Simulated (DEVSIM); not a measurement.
Structure: abrupt Ge n-p junction, at 300 K.

```tsv
layer (left to right)	material	thickness (μm)	Nd (cm⁻³)	Na (cm⁻³)	τn (s)	τp (s)
1	Ge	26.0	1.5e16	-	1.2e-7	1.2e-7
2	Ge	1.10	-	6.7e17	1.2e-7	1.2e-7
```

Left contact: ohmic. Right contact: ohmic. Voltage is applied to the left contact. Recombination: SRH at mid-gap, radiative. Mobility is μmin + (μ − μmin)/(1 + (N/Nref)^α).

The device is made up for the run: typed textbook-type constants, with dimensions and the other settings drawn at random. Values at 300 K; Nc and Nv go as T^1.5, mobilities as T to minus their exponent, the gap by Varshni's rule with the affinity fixed.

| parameter | Ge |
|---|---|
| gap (eV) | 0.664 |
| affinity (eV) | 4 |
| permittivity | 16 |
| Nc (cm⁻³) | 1.04e19 |
| Nv (cm⁻³) | 6e18 |
| μn (cm²/Vs) | 3900 |
| μp (cm²/Vs) | 1900 |
| μn,min | 150 |
| μp,min | 100 |
| Nref,n | 2.6e17 |
| Nref,p | 4e17 |
| αn | 0.56 |
| αp | 0.6 |
| T exponent of μn | 1.66 |
| T exponent of μp | 2.33 |
| B (cm³/s) | 6.4e-14 |
| Varshni α (eV/K) | 0.000477 |
| Varshni β (K) | 235 |

DEVSIM, 1D drift-diffusion, Boltzmann statistics, complete ionisation; no tunnelling, impact ionisation, image-force lowering or self-heating.

The temperature was swept, all else fixed.

| temperature (K) | potential step across the device at zero bias (V) | dark forward voltage at 100 A/cm² (V) |
|---|---|---|
| 250 | 0.506 | 0.441 |
| 300 | 0.438 | 0.367 |
| 350 | 0.367 | 0.290 |
| 400 | 0.294 | 0.212 |
| 450 | 0.223 | 0.134 |
| 500 | 0.168 | 0.069 |

From the first row to the last the potential step across the device at zero bias goes from 0.506 to 0.168. From the first row to the last the dark forward voltage at 100 A/cm² goes from 0.441 to 0.069.
